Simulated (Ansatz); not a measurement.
Consider CoSi$_{2}$ (space group Fm-3m, No. 225; not spin-polarised; relaxed with 0.1 eV smearing).

```
CoSi2
1.0
    0.00000     2.65764     2.65764
    2.65764     0.00000     2.65764
    2.65764     2.65764     0.00000
Co Si
1 2
Direct
  0.00000   0.00000   0.00000
  0.25000   0.25000   0.25000
  0.75000   0.75000   0.75000
```

Cartesian axes are those of the cell as printed.

Computed with r2SCAN (Ansatz, a first-principles code; PAW; 500 eV plane waves; without spin-orbit coupling), earlier PAW set.

For the base:

The volume per atom is 12.51 Å³.

One thing is altered: biaxial strain +4.58 %, plane normal [111], relaxed out of plane (Cartesian); in-plane vectors clamped, the third vector and the atoms free.

### Question
What does the calculation give for the in-plane stress after the change?

### Answer
The mean in-plane stress (compression positive) amounts to -15.1 GPa.

### Question
Estimate the effect on the volume per atom.

### Answer
The volume per atom grows by 0.78 Å³ (12.51 Å³ → 13.29 Å³).

Whether these cells are dynamically stable was not tested. Starting moments died away, wholly or in part, for the base; another magnetic solution may exist. All final runs are without spin polarisation. An odd electron count without spin: CoSi2.
